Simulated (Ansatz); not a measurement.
## ZrS2 in the CdI2 type structure (space group P-3m1, No. 164; layered, stacked along the Cartesian z axis)

```
CELL_PARAMETERS angstrom
      3.57808     0.00000     0.00000
     -1.78904     3.09871     0.00000
      0.00000     0.00000     5.54013
ATOMIC_POSITIONS crystal
  Zr 0.00000 0.00000 0.00000
  S  0.33333 0.66667 0.26473
  S  0.66667 0.33333 0.73527
```

All numbers come from Kohn–Sham DFT with the PBEsol-D3(BJ) functional, run in Ansatz (a program for electronic structure) with PAW and 420 eV plane waves, spin-orbit coupling left out. Γ-centred 11×11×6 mesh, Fermi–Dirac width 0.05 eV.

Volume per atom: 20.48 Å³
Density: 4.20 g/cm³
Band gap: 0.29 eV, indirect, Γ → L
Hole mass: 0.17 mₑ along c, 2.1 mₑ across
Total energy: -1968.058 eV/atom (σ→0; compares only within this code and set-up)

Masses are band curvatures over ±0.01 Å⁻¹ around the edge. No phonon test of stability was made. The zero or small gap of ZrS2 can change with the level of theory.
